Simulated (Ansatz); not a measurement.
Base system: Ag3Pt in the Cu3Au type structure (space group Pm-3m, No. 221; relaxed with 0.1 eV smearing).

```yaml
crystal:
  lattice:
    - [4.00909, 0.00000, 0.00000]
    - [0.00000, 4.00909, 0.00000]
    - [0.00000, 0.00000, 4.00909]
  atoms:
    - { symbol: Ag, position: [0.00000, 0.50000, 0.50000] }
    - { symbol: Ag, position: [0.50000, 0.00000, 0.50000] }
    - { symbol: Ag, position: [0.50000, 0.50000, 0.00000] }
    - { symbol: Pt, position: [0.00000, 0.00000, 0.00000] }
```

Cartesian axes are those of the cell as printed.

The values are results of PBEsol/PAW in Ansatz (a program for electronic structure), spin-orbit coupling left out, not measurements.

Base values:

* **Volume per atom**: 16.11 Å³

Modification: biaxial strain −3.51 %, plane normal [110], relaxed out of plane (Cartesian); in-plane vectors clamped, the third vector and the atoms free.

Question: What happens to the volume per atom?

Answer: The volume per atom drops by 0.42 Å³, from 16.11 Å³ to 15.69 Å³.

Question: How does this affect the in-plane stress?

Answer: The mean in-plane stress (compression positive) is +7.8 GPa.

Question: How does this affect the energy relative to the base?

Answer: The energy rises by 28 meV/atom.

Whether these cells are dynamically stable was not tested. All final runs are without spin polarisation.
